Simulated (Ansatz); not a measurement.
**Hypothetical cubic perovskite BaSnSe3: response to strain**

Base system: BaSnSe₃ in the cubic perovskite structure (space group Pm-3m, No. 221; a = 5.270 Å; a hypothetical phase, not in the database extracts checked). Axes: x, y, z lie along the cube axes.

Strains are applied to the cell and any free atomic positions relax; under biaxial strain the out-of-plane vector relaxes too; under stress the whole cell relaxes.

The values are results of PBEsol, PAW, 420 eV (Ansatz, a quantum-chemistry and plane-wave program; no SOC), not measurements.

Notes on the quantities. pressure: mean of the normal stresses, compression positive.

```tsv
case	volume per atom	pressure
base	29.27 Å³	0.0 GPa
biaxial strain +1.12 %, plane normal [001], relaxed out of plane	29.79 Å³	-0.8 GPa
isotropic strain −1.07 %	28.34 Å³	?
isotropic strain +4.34 %	33.25 Å³	-4.7 GPa
uniaxial stress, 3 GPa tension along x	29.99 Å³	–
```

What belongs in the blanks?


- isotropic strain −1.07 %, pressure: 1.7 GPa

Without a gap, meshes like the base's 9×9×9 leave anisotropic stresses uncertain by several tenths of a GPa, and small strain energies with them. Beyond what the load breaks, stability against distortions was not tested. The final runs are not spin-polarised. Many cubic perovskites are stable only at high temperature; tilts and polar distortions were not tested.
